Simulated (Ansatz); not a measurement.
We consider L1₂ (Cu3Au-type) Ni₃Al, described by RPBE in Ansatz (plane waves, PAW).

Run with plane-wave cutoff 520 eV, 16×16×16 k mesh, Fermi–Dirac smearing 0.05 eV, spin-polarised with parallel moments, scalar-relativistic PAW data made under PBE.

Computed points:

```csv
V (Å³/atom),E − E_lowest (meV/atom),P (GPa)
10.947,24.61,11.96
11.180,10.51,7.52
11.413,2.53,3.55
11.646,0.00,0.00
11.879,2.35,-3.17
12.112,9.07,-6.01
12.345,19.67,-8.54
```

### Question
Estimate the bulk modulus from the pressures at 11.413 and 11.879 Å³/atom, and compare it with a fit to all energies.

### Answer
B = −V dP/dV. Between V = 11.413 and 11.879 Å³/atom, dP/dV = (-3.17 − (3.55))/(11.879 − 11.413) = -14.4 GPa per Å³/atom; at the midpoint 11.646 Å³/atom this gives B ≈ 168 GPa. The third-order Birch–Murnaghan fit gives V0 = 11.646 Å³/atom, B0 = 168 GPa, B′ = 4.6, which lies within 1 % of that estimate.

Measured, for comparison: bulk modulus 174 GPa (temperature not stated, no zero-point or thermal correction; as tabulated in Zarkevich et al. (2023), arXiv:2304.06869); equilibrium volume per atom 11.39 Å³/atom (temperature not stated, no zero-point or thermal correction; as tabulated in Tensorial elastic properties and stability of interface states associated with …). Computed (rounded) less measured: bulk modulus -3 %, equilibrium volume per atom +2.3 %.

Computed values are for the static lattice.

Ansatz is a program for electronic structure.
